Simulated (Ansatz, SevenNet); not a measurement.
**How well does each level of theory give the lattice parameter c of rutile IrO₂?**

Reference value: 3.159 Å (measured, room temperature, no zero-point or thermal correction; as tabulated in Hiroi (2015), arXiv:1503.02262).

Q: What do SevenNet-0, LDA, PBE, PBEsol, PBEsol+SOC, PBE-D3(BJ), PBE-D4, rVV10, PBE0 give, and how far is each from the reference?

A: 
```json
[
 {"level (code)": "SevenNet-0", "value (Å)": "3.185", "difference (%)": "+0.82"},
 {"level (code)": "LDA (Ansatz)", "value (Å)": "3.136", "difference (%)": "-0.73"},
 {"level (code)": "PBE (Ansatz)", "value (Å)": "3.180", "difference (%)": "+0.66"},
 {"level (code)": "PBEsol (Ansatz)", "value (Å)": "3.154", "difference (%)": "-0.16"},
 {"level (code)": "PBEsol+SOC (Ansatz)", "value (Å)": "3.155", "difference (%)": "-0.13"},
 {"level (code)": "PBE-D3(BJ) (Ansatz)", "value (Å)": "3.172", "difference (%)": "+0.41"},
 {"level (code)": "PBE-D4 (Ansatz)", "value (Å)": "3.171", "difference (%)": "+0.38"},
 {"level (code)": "rVV10 (Ansatz)", "value (Å)": "3.215", "difference (%)": "+1.77"},
 {"level (code)": "PBE0 (Ansatz)", "value (Å)": "3.138", "difference (%)": "-0.66"}
]
```

The reference is not for a static lattice or low temperature, so close values are not ranked against it. Off by more than 1.75 %, or 2.45 % on the side where a correction would as a rule narrow the miss (bounds picked here): rVV10 (+1.77 %).

The measured value isn't corrected to a static lattice, so vibrations enter the comparison. The crystal itself was run without spin with LDA, PBE, PBEsol, PBE-D3(BJ), PBE-D4, rVV10, PBE0; a magnetic state was not tried in these runs. Density-functional levels without +SOC have no spin–orbit coupling. PBE-D3(BJ), PBE-D4, rVV10, PBE0: the run has no spin polarisation, so it can have missed a magnetic state. Cutoffs and k meshes differ between the levels. Ansatz's density-functional and Hartree–Fock values are scalar-relativistic unless marked +SOC, with PAW data made under PBE.

Machine-learned potentials (SevenNet-0) are trained on DFT data: a solid inside that data is no test of them.

Differences are worked out from the printed values.

Ansatz is an electronic-structure program.
